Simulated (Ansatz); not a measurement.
We consider antifluorite K2Te, described by PBE0 in Ansatz (PAW).

Run with plane-wave cutoff 460 eV, 6×6×6 k mesh, Fermi–Dirac smearing 0.01 eV, scalar-relativistic PAW data made under PBE.

The cell is scaled about its equilibrium volume:

```tsv
V (Å³/atom)	P (GPa)	direct gap at Γ (eV)	smallest gap on the k mesh (eV)
43.531	0.79	3.780	3.721
44.677	0.37	3.700	3.651
45.556	0.08	3.642	3.599
46.968	-0.33	3.552	3.519
48.114	-0.61	3.483	3.457
```

A straight line through the gaps at Γ against ln V gives a volume deformation potential dE_g(Γ)/d ln V of -3.0 eV: the gap at Γ widens under compression.

Note: the relaxation could not lower the start's symmetry, so the cell can be a saddle point above a distorted one.

Spin–orbit coupling is not included; with these elements it can move the gap by several tenths of an eV or more.

Ansatz is a quantum-chemistry and plane-wave program.
